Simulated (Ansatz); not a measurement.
Data:

```yaml
crystal:
  lattice:
    - [3.18829, 0.00000, 0.00000]
    - [-1.59415, 2.76114, 0.00000]
    - [0.00000, 0.00000, 5.19470]
  atoms:
    - { symbol: Ga, position: [0.66667, 0.33333, 0.00091] }
    - { symbol: Ga, position: [0.33333, 0.66667, 0.50091] }
    - { symbol: N, position: [0.66667, 0.33333, 0.62429] }
    - { symbol: N, position: [0.33333, 0.66667, 0.12429] }
```

No spin polarisation.

Level of theory: Ansatz (a program for electronic structure) PBEsol, no SOC. Γ-centred 12×12×7 mesh, Fermi–Dirac width 0.05 eV.

**Question.** Predict the valence-band top at Γ and band gap.

**Answer.** 
- Valence-band top at Γ (three highest levels, from the VBM): 0.00, 0.00, -0.04 eV
- Band gap: 1.84 eV

Load acts through the strain it causes; cell and atoms are relaxed under it. No phonon test of stability was made. The cell was made from GaN in the wurtzite structure (space group P6_3mc, No. 186) by this change: pressure −1 GPa.
